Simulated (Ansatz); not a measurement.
The parent structure is BP in the zinc blende structure (space group F-43m, No. 216).

```yaml
crystal:
  lattice:
    - [0.00000, 2.24526, 2.24526]
    - [2.24526, 0.00000, 2.24526]
    - [2.24526, 2.24526, 0.00000]
  atoms:
    - { symbol: B, position: [0.00000, 0.00000, 0.00000] }
    - { symbol: P, position: [0.25000, 0.25000, 0.25000] }
```

Cartesian axes are those of the cell as printed.

Calculations: LDA (Ansatz, a first-principles code, PAW, no spin-orbit coupling).

For the base:

- Band gap = 1.14 eV
- Smallest direct gap = 3.43 eV
- Valence-band top at Γ = 0.00, 0.00, 0.00 eV
- Shortest interatomic distance = 1.944 Å

One thing is altered: tensor shear ε_xy = +0.86 % (engineering shear γ = 0.0172); the atoms relax in the strained cell.

Q: How does this affect the band gap, smallest direct gap, stress, valence-band top at Γ and shortest interatomic distance?

A: The band gap shrinks by 0.11 eV (1.14 eV → 1.03 eV); the smallest direct gap decreases by 0.225 eV (3.43 eV → 3.20 eV); the stress (xx, yy, zz, yz, xz, xy; compression positive) comes out as (0.05, 0.05, -0.02, 0.00, 0.00, -3.34) GPa; the valence-band top at Γ (three highest levels, from the VBM) goes from 0.00, 0.00, 0.00 eV to 0.00, -0.09, -0.16 eV; the shortest interatomic distance drops by 0.007 Å, from 1.944 Å to 1.937 Å.

Stability against distortions was not tested.
